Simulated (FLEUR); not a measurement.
Worked example: self-consistent single point of Ti3O4 (Cmmm, 7 atoms in the cell) in FLEUR.

Method of the run: LDA (Perdew-Zunger), all-electron FLAPW (FLEUR), scalar-relativistic valence.

```yaml
crystal:
  lattice:
    - [2.98273, -4.15871, 0.00000]
    - [2.98273, 4.15871, 0.00000]
    - [0.00000, 0.00000, 3.07867]
  atoms:
    - { symbol: Ti, position: [0.00000, 0.00000, 0.50000] }
    - { symbol: Ti, position: [0.50000, 0.00000, 0.00000] }
    - { symbol: Ti, position: [0.00000, 0.50000, 0.00000] }
    - { symbol: O, position: [0.76500, 0.76500, 0.00000] }
    - { symbol: O, position: [0.23500, 0.23500, 0.00000] }
    - { symbol: O, position: [0.25713, 0.74287, 0.50000] }
    - { symbol: O, position: [0.74287, 0.25713, 0.50000] }
```

Reference input (self-consistent single point, DFT, PBEsol, all-electron FLAPW (FLEUR), scalar-relativistic valence): Kmax = 4.6 1/bohr; GmaxXC = 13.8 1/bohr; xcFunctional = PBEs; jspins = 1; l_soc = F; mode = hist; fermiSmearingEnergy = 0.00367493 Htr; mesh (inpgen div1-3) = 5 5 8; inpgen gamma flag = true; Gmax = 13.8 1/bohr; numbands = 0; maxIterBroyd = 25. This run's input differs from it in these lines:

```diff
@@ -19,3 +19,3 @@
 &comp jspins=1 /
-&exco xctyp='PBEs' /
+&exco xctyp='pz' /
 &kpt div1=5 div2=5 div3=8 gamma=t /
@@ -32,3 +32,3 @@
       <coreElectrons ctail="T" frcor="F" kcrel="0" coretail_lmax="0"/>
-      <xcFunctional name="PBEs" relativisticCorrections="F"/>
+      <xcFunctional name="pz" relativisticCorrections="F"/>
       <magnetism jspins="1"/>
```

Output (repeated stretches shortened):

```
 Iteration:     1   Distance:      24.34282372 me/bohr^3
 Iteration:     2   Distance:      20.06445812 me/bohr^3
 Iteration:     3   Distance:       9.09493618 me/bohr^3
 Iteration:     4   Distance:       7.80124843 me/bohr^3
 Iteration:     5   Distance:       7.02207686 me/bohr^3
   [... 11 lines left out ...]
 Iteration:    17   Distance:       0.00040589 me/bohr^3
 Iteration:    18   Distance:       0.00009657 me/bohr^3
 Iteration:    19   Distance:       0.00002574 me/bohr^3
 Iteration:    20   Distance:       0.00000490 me/bohr^3
 Reset of history
 Run finished successfully
 Stop message:
   Structural relaxation: new displacements generated

[file out, last iteration]
             iter=     21
[...]
          total density-effective poten   -4.5124736396E+03
          total charge density-energy d   -1.5327439048E+02
 Updated energy parameters for spin:           1
[...]
 fermi energy and band-weighting factors:

[...]
FERMIE:
          first approx. to ef    (T=0)  :   0.363580 htr   (energy of the highest occ. eigenvalue)
          number of occ. states  (T=0)  :       1348
          first approx. to seigv (T=0)  : -24.703608 htr
          sum of weights of occ. states :  30.000000
          sum of semicore charge        :   0.000000 e
FERHIS:  Fermi-Energy by histogram:
          bandgap                     :   0.000135 htr
   [... lines left out ...]
          charge neutrality (T=0)     :   0.000000    (zero if the highest occ. eigenvalue is "entirely" occupied)
     EF_NEWTON:  Adjust Fermi-Energy by Newton-Method.
 Direct bandgap for spin            1 :    3.8480515168906049E-003  Htr
 ---->    free energy=                     -2855.6343179905 htr
   [... lines left out ...]
 TOTAL FORCE FOR ATOM TYPE=  2  X=  2.818   Y= -3.929   Z=  0.000
                       FX_TOT= 0.000000 FY_TOT= 0.000000 FZ_TOT= 0.000000
 TOTAL FORCE FOR ATOM TYPE=  3  X= -2.649   Y=  0.000   Z=  0.000
                       FX_TOT= 0.017271 FY_TOT= 0.000000 FZ_TOT= 0.000000
 TOTAL FORCE FOR ATOM TYPE=  4  X=  0.000   Y= -4.041   Z=  2.909
                       FX_TOT= 0.000000 FY_TOT= 0.013217 FZ_TOT= 0.000000
```

The run converged in 20 iterations. FLEUR gives forces in its relaxation mode, with a further iteration, so its stop message speaks of a relaxation. 

The starting cell comes from a database of computed structures (which also holds hypothetical and non-ambient phases and stackings), without a prior relaxation at this level. Its lattice was rescaled by a random factor within 2.5 % of one. Spin polarisation is off, so a magnetic state, if there is one, cannot be reached. Values depend on the basis (sphere radii, cutoffs, local orbitals), which need not be converged. The log's line on a gap gives a spacing of levels on this mesh, which the program prints for metals too.

Cost on one core of a shared machine: roughly 5 min.
